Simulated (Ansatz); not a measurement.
BaF2, pressure series

Consider BaF2 in the fluorite structure (space group Fm-3m, No. 225; a = 6.137 Å).

Cell and atoms are relaxed at each pressure.

Level of theory: PBEsol/PAW in Ansatz (a quantum-chemistry and plane-wave program), no SOC.

Candidates:
(a) pressure 30 GPa
(b) pressure 100 GPa
(c) pressure 50 GPa

For the base:

Band gap: 6.83 eV

Problem. Order them by band gap, lowest first.

Solution. (b) pressure 100 GPa (6.56 eV), (c) pressure 50 GPa (7.20 eV), (a) pressure 30 GPa (7.44 eV)

Load acts through the strain it causes; cell and atoms are relaxed under it. Stability against distortions was not tested. No other phases were tried under pressure.
